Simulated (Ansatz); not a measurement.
Consider GaP in the zinc blende structure (space group F-43m, No. 216; a = 5.451 Å). Axes: x, y, z lie along the cube axes.

Method: r2SCAN in Ansatz (plane waves to 500 eV, PAW, scalar-relativistic without spin-orbit coupling).

Strains are applied to the cell and any free atomic positions relax.

One change was made to it. Results:

```csv
quantity,base,after
"valence-band top at Γ (three highest levels, from the VBM)","0.00, 0.00, 0.00 eV","0.00, 0.00, -0.12 eV"
energy relative to the base (free energy F),0 meV/atom,+3.5 meV/atom
```

**Question.** Name the change that was made.
A) uniaxial strain ε_zz = +2.50 %
B) uniaxial strain ε_zz = +2.00 %
C) uniaxial strain ε_zz = +3.00 %
D) uniaxial strain ε_zz = +1.00 %

**Answer.** B, uniaxial strain ε_zz = +2.00 %. For comparison, the valence-band top at Γ in the other runs: uniaxial strain ε_zz = +3.00 % gives 0.00, 0.00, -0.18 eV; uniaxial strain ε_zz = +2.50 % gives 0.00, 0.00, -0.15 eV; uniaxial strain ε_zz = +1.00 % gives 0.00, 0.00, -0.06 eV.

Whether these cells are dynamically stable was not tested.

Ansatz is a quantum-chemistry and plane-wave program.
